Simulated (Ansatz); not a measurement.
Defect: N vacancy in wurtzite GaN, charge state +3. The step: one N atom jumps into the vacancy from a nearby N site; the atom moves 3.23 Å along (1.00, 1.00, 0.00) of the unit cell; the moving atom starts with neighbours Ga at 1.89, Ga at 1.98, Ga at 1.99, Ga at 2.02 Å and ends with Ga at 1.89, Ga at 1.98, Ga at 1.99, Ga at 2.02 Å. DFT values are from Ansatz (plane-wave PAW, 420 eV unless said) in a cell of 192 host sites, spin-restricted, static, with no finite-size correction. The charge state is imposed; whether it is stable for some Fermi level was not computed. Forms of the defect that were not tried may lie lower. For the PBE band: the program found a first-order saddle point.

```
Level                                                                      Forward barrier (eV)  Cost of the band or of the saddle's single point
-------------------------------------------------------------------------  --------------------  ------------------------------------------------
CHGNet universal potential (has no charge state), its own band                             1.68                                                 -
PBE, one k-point at (0.125, 0.250, 0.250), band relaxed                                    2.35                         very roughly 9 core-hours
PBE, a 2×2×2 k-point mesh shifted by half a step along c, same geometries                  2.38                           roughly 30 core-minutes
r2SCAN at 500 eV, one k-point at (0.125, 0.250, 0.250), same geometries                       …            about 13 core-minutes (a rough figure)
```

Problem. What belongs in the gaps?

Solution. 
- r2SCAN at 500 eV, one k-point at (0.125, 0.250, 0.250), same geometries, Forward barrier (eV): 2.65

At the Γ point alone and the same geometries, HSE06 less PBE is +0.40 eV for this barrier.

Ansatz is a program for electronic structure.
